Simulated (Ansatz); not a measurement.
# Several settings converged on a (110) slab of CdPd (cut from a parent of space group no. 123; 10 atoms in the cell)

```
CELL_PARAMETERS angstrom
      3.68241     0.00000     0.00000
      0.00000     4.28245     0.00000
      0.00000     0.00000    22.56491
ATOMIC_POSITIONS crystal
  Cd 0.00000 0.75000 0.31022
  Pd 0.50000 0.25000 0.31022
  Cd 0.00000 0.25000 0.40511
  Pd 0.50000 0.75000 0.40511
  Cd 0.00000 0.75000 0.50000
  Pd 0.50000 0.25000 0.50000
  Cd 0.00000 0.25000 0.59489
  Pd 0.50000 0.75000 0.59489
  Cd 0.00000 0.75000 0.68978
  Pd 0.50000 0.25000 0.68978
```

Base method: LDA (PW92), default PAW files made with PBE (plane waves; Ansatz, an electronic-structure program).

Base settings: basis.ecutwfc = 420 eV; kpoints.mp_grid.grid = 4 4 1; hamiltonian.xc = lda; hamiltonian.pseudopotentials = {kind: paw} (the program's default PAW files); scf.occupations.method = fermi_dirac; scf.occupations.width = 0.1 eV.

The count of work is k-points × plane waves × bands × iterations; it is no time. Core times come from one kind of shared machine, to one figure; runs under 30 s give none.

**The vacuum**

The mesh stays at the base's, so the ladder's end is converged at best in this setting alone.

Only quantities that move along the ladder and can be compared are tabulated.

| vacuum between outermost atoms (Å) | free energy less the last step's (meV/atom) | largest difference of a force vector from the last step's (eV/Å) | count of work / last |
|---|---|---|---|
| 3.0 | -139.43 | 1.028 | 0.27 |
| 4.0 | -35.96 | 0.441 | 0.29 |
| 5.0 | -6.45 | 0.099 | 0.31 |
| 6.0 | -1.22 | 0.023 | 0.34 |
| 7.0 | -0.26 | 0.006 | 0.36 |
| 8.0 | -0.06 | 0.002 | 0.38 |
| 10.0 | 0.00 | 0.000 | 0.43 |
| 12.0 | 0.00 | 0.000 | 0.47 |
| 14.0 | 0.00 | 0.000 | 0.52 |
| 17.0 | 0.00 | 0.000 | 0.59 |
| 20.0 | 0.00 | 0.000 | 0.66 |
| 25.0 | 0.00 | 0.000 | 0.77 |
| 30.0 | 0.00 | 0.000 | 1.0 |

Smallest vacuum between outermost atoms (Å) that holds the free energy within 0.5 meV/atom of the last step, with all finer ones: 7.0, at 0.36 of the last step's count of work; the step before is off by 1.2 meV/atom.

Smallest vacuum between outermost atoms (Å) that holds the forces within 0.01 eV/Å of the last step, with all finer ones: 7.0, at 0.36 of the last step's count of work; the step before is off by 0.023 eV/Å.

**The plane-wave cutoff**

The mesh stays at the base's, so the ladder's end is converged at best in this setting alone.

Only quantities that move along the ladder and can be compared are tabulated.

```tsv
basis.ecutwfc	free energy less the last step's (meV/atom)	largest difference of a force vector from the last step's (eV/Å)	count of work / last	core time / last (rough)
210 eV	8727.58	0.396	0.14	–
250 eV	1772.29	0.168	0.16	–
295 eV	221.36	0.017	0.21	–
355 eV	8.18	0.002	0.28	–
420 eV	1.80	0.001	0.36	–
505 eV	0.96	0.001	0.47	0.5
630 eV	0.40	0.000	0.65	0.7
840 eV	0.00	0.000	1.0	1
```

Coarsest basis.ecutwfc that holds the free energy within 5 meV/atom of the last step, with all finer ones: 420 eV, at 0.36 of the last step's count of work; the step before is off by 8.2 meV/atom.

Coarsest basis.ecutwfc that holds the forces within 0.01 eV/Å of the last step, with all finer ones: 355 eV, at 0.28 of the last step's count of work; the step before is off by 0.017 eV/Å.

On the base run: the starting cell comes from a database of computed structures (which also holds hypothetical and non-ambient phases and stackings), without a prior relaxation at this level. The slab is cut from that crystal, and its faces are unrelaxed. Its lattice was rescaled by up to half a per cent. Spin polarisation is off. In the base run, forces exceed 1 eV/Å. Without a gap this mesh is coarse (it stands for a supercell whose shortest in-plane vector is 15 Å).

Keys are those of Ansatz 0.2.
